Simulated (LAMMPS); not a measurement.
MD from the crystal across the composition of Al (fcc) with a share x of Al sites Cu; all at 300 K and zero pressure.

Model: classical MD, pair style adp, file AlCu.adp; code LAMMPS.

```json
[
 {"x": "0.1", "volume": "15.502 ± 0.002 Å³/atom", "state": "crystal; no diffusion seen in 30 ps", "enthalpy": "-3.3286 ± 0.0002 eV/atom", "T (K)": "300"},
 {"x": "0.25", "volume": "14.346 ± 0.002 Å³/atom", "state": "crystal; no diffusion seen in 30 ps", "enthalpy": "-3.4113 ± 0.0001 eV/atom", "T (K)": "300"},
 {"x": "0.5", "volume": "12.9308 ± 0.0008 Å³/atom", "state": "crystal; no diffusion seen in 30 ps", "enthalpy": "-3.5364 ± 0.0001 eV/atom", "T (K)": "300"},
 {"x": "0.75", "volume": "12.1895 ± 0.0004 Å³/atom", "state": "crystal; no diffusion seen in 30 ps", "enthalpy": "-3.5574 ± 0.0001 eV/atom", "T (K)": "300"},
 {"x": "0.9", "volume": "12.0250 ± 0.0003 Å³/atom", "state": "crystal; no diffusion seen in 30 ps", "enthalpy": "-3.5132 ± 0.0001 eV/atom", "T (K)": "300"}
]
```

Caution: the random arrangement on this lattice is imposed, and need not be a phase that exists in equilibrium.

States go by the mean squared displacement: a species diffuses where it passes 1.5 Å², still rises and gives D over 1e-6 cm²/s; a crystal has left its structure where atoms lie 0.35 Å off their sites on average or a cubic box changes its shape by 3 %, or the axial ratios of another lie 8 % off the starting cell's, which the potential's own relaxation can also do.

Uncertainties are statistical and leave out the potential's own error.
